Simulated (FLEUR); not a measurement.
Input and output of a self-consistent single point for KAlH₃ (Pm-3m, 5 atoms in the cell) (FLEUR).

Method: LDA (Perdew-Zunger), all-electron FLAPW (FLEUR), scalar-relativistic valence in FLEUR.

The change in words: lattice scaled by 0.98. Reference geometry:
```
KAlH3
1.0
    3.98168     0.00000     0.00000
    0.00000     3.98168     0.00000
    0.00000     0.00000     3.98168
K Al H
1 1 3
Direct
  0.50000   0.50000   0.50000
  0.00000   0.00000   0.00000
  0.00000   0.50000   0.00000
  0.50000   0.00000   0.00000
  0.00000   0.00000   0.50000
```

Reference input (self-consistent single point, DFT, LDA (Perdew-Zunger), all-electron FLAPW (FLEUR), scalar-relativistic valence): Kmax = 4.4 1/bohr; GmaxXC = 15.4 1/bohr; xcFunctional = pz; jspins = 1; l_soc = F; mode = hist; fermiSmearingEnergy = 0.00367493 Htr; mesh (inpgen div1-3) = 8 8 8; inpgen gamma flag = true; Gmax = 15.4 1/bohr; numbands = 0; maxIterBroyd = 40. This run's input differs from it in these lines:

```diff
@@ -3,5 +3,5 @@
 &input film=f /
-3.9816800000 0.0000000000 0.0000000000
-0.0000000000 3.9816800000 0.0000000000
-0.0000000000 0.0000000000 3.9816800000
+3.9020460000 0.0000000000 0.0000000000
+0.0000000000 3.9020460000 0.0000000000
+0.0000000000 0.0000000000 3.9020460000
 1.8897261246
@@ -47,5 +47,5 @@
          <bravaisMatrix>
-            <row-1>    7.5242847157973269     0.0000000000000000     0.0000000000000000</row-1>
-            <row-2>    0.0000000000000000     7.5242847157973269     0.0000000000000000</row-2>
-            <row-3>    0.0000000000000000     0.0000000000000000     7.5242847157973269</row-3>
+            <row-1>    7.3737982655909313     0.0000000000000000     0.0000000000000000</row-1>
+            <row-2>    0.0000000000000000     7.3737982655909313     0.0000000000000000</row-2>
+            <row-3>    0.0000000000000000     0.0000000000000000     7.3737982655909313</row-3>
          </bravaisMatrix>
```

Output, abridged:

```
 Iteration:     1   Distance:       8.76550718 me/bohr^3
 Iteration:     2   Distance:       8.11706350 me/bohr^3
 Iteration:     3   Distance:       1.53755404 me/bohr^3
 Iteration:     4   Distance:       1.20364359 me/bohr^3
 Iteration:     5   Distance:       0.39817449 me/bohr^3
   [... 5 lines left out ...]
 Iteration:    11   Distance:       0.00009872 me/bohr^3
 Iteration:    12   Distance:       0.00026216 me/bohr^3
 Iteration:    13   Distance:       0.00001671 me/bohr^3
 Iteration:    14   Distance:       0.00000361 me/bohr^3
 Run finished successfully
 Stop message:
   Structural relaxation: Done

[file out, last iteration]
             iter=     15
[...]
          total density-effective poten   -1.3247358940E+03
          total charge density-energy d   -5.0608666226E+01
 Updated energy parameters for spin:           1
[...]
 fermi energy and band-weighting factors:

[...]
FERMIE:
          first approx. to ef    (T=0)  :   0.195166 htr   (energy of the highest occ. eigenvalue)
          number of occ. states  (T=0)  :        261
          first approx. to seigv (T=0)  :  -4.047928 htr
          sum of weights of occ. states :   7.537109
          sum of semicore charge        :   0.000000 e
FERHIS:  Fermi-Energy by histogram:
          bandgap                     :   0.002537 htr
   [... lines left out ...]
          charge neutrality (T=0)     :   0.074219    (zero if the highest occ. eigenvalue is "entirely" occupied)
     EF_NEWTON:  Adjust Fermi-Energy by Newton-Method.
 Direct bandgap for spin            1 :    2.6109000843428348E-002  Htr
 ---->    free energy=                      -844.2589150612 htr
   [... lines left out ...]
 TOTAL FORCE FOR ATOM TYPE=  1  X=  3.687   Y=  3.687   Z=  3.687
                       FX_TOT= 0.000000 FY_TOT= 0.000000 FZ_TOT= 0.000000
 TOTAL FORCE FOR ATOM TYPE=  2  X=  0.000   Y=  0.000   Z=  0.000
                       FX_TOT= 0.000000 FY_TOT= 0.000000 FZ_TOT= 0.000000
 TOTAL FORCE FOR ATOM TYPE=  3  X=  0.000   Y=  3.687   Z=  0.000
                       FX_TOT= 0.000000 FY_TOT= 0.000000 FZ_TOT= 0.000000
 Structural relaxation: Done
```

The run converged in 14 iterations. FLEUR gives forces in its relaxation mode, with a further iteration, so its stop message speaks of a relaxation. Against the reference run the free energy falls by 8.0 meV/atom.

The starting cell comes from a database of computed structures (which also holds hypothetical and non-ambient phases and stackings), without a prior relaxation at this level. For this run, on top of that: lattice scaled by 0.98. Values depend on the basis (sphere radii, cutoffs, local orbitals), which need not be converged. The log's line on a gap gives a spacing of levels on this mesh, which the program prints for metals too.

Cost on one core of a shared machine: roughly 50 s.
